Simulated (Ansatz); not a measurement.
Start from Sr3SbN in the anti-perovskite structure (space group Pm-3m, No. 221; a = 5.131 Å; a cell from a computed database, its experimental status unchecked). Axes: x, y, z lie along the cube axes.

All numbers come from PBEsol (Ansatz, a program for electronic structure, PAW, no spin-orbit coupling).

Base values:

| Quantity | Value |
|---|---|
| Band gap | 0.18 eV |
| Volume per atom | 27.02 Å³ |

Perturbation: uniaxial stress, 3 GPa compression along x, with the cell and atoms free to relax against it.

**Question.** Estimate the effect on the band gap and volume per atom.

**Answer.** The band gap becomes zero (base: 0.18 eV); the volume per atom decreases by 0.480 Å³ (27.02 Å³ → 26.55 Å³).

Spin-orbit coupling, missing from the scalar runs, can matter with Sb. Load acts through the strain it causes; cell and atoms are relaxed under it. Beyond what the load breaks, stability against distortions was not tested. The final runs are not spin-polarised. Gaps under 0.05 eV, about the width of the smearing, are given as zero. The zero or small gap of Sr3SbN can change with the level of theory.
